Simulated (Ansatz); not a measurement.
HgTe: pressure series

Take HgTe in the zinc blende structure (space group F-43m, No. 216; a = 6.510 Å) as the base.

Cell and atoms are relaxed at each pressure.

All numbers come from DFT with PBEsol, PAW potentials and a 420 eV plane-wave cutoff in Ansatz (an electronic-structure program), scalar-relativistic without spin-orbit coupling.

Computed cases, in order: pressure −2 GPa; pressure −1 GPa; 0 GPa (base); pressure 1.8 GPa; pressure 4.2 GPa; pressure 9 GPa; pressure 18 GPa; pressure 30 GPa; pressure 45 GPa; pressure 60 GPa.

Question: Between which two neighbouring cases does the band gap open or close?

Answer: Between pressure 30 GPa (zero) and pressure 45 GPa (0.12 eV). The whole series: pressure −2 GPa: zero; pressure −1 GPa: zero; 0 GPa (base): zero; pressure 1.8 GPa: zero; pressure 4.2 GPa: zero; pressure 9 GPa: zero; pressure 18 GPa: zero; pressure 30 GPa: zero; pressure 45 GPa: 0.12 eV; pressure 60 GPa: 0.23 eV.

A case with no gap was solved on a k-mesh chosen for an insulator, which is coarse for it. Spin-orbit coupling, missing from the scalar runs, can matter with Hg and Te. Load acts through the strain it causes; cell and atoms are relaxed under it. No phonon test of stability was made. Tetrahedral semiconductors of this kind turn to denser phases somewhere between about 1 and 50 GPa; those were not computed, so compressed cells here can lie past the real transition. The final runs are not spin-polarised. The zero or small gap of HgTe can change with the level of theory.
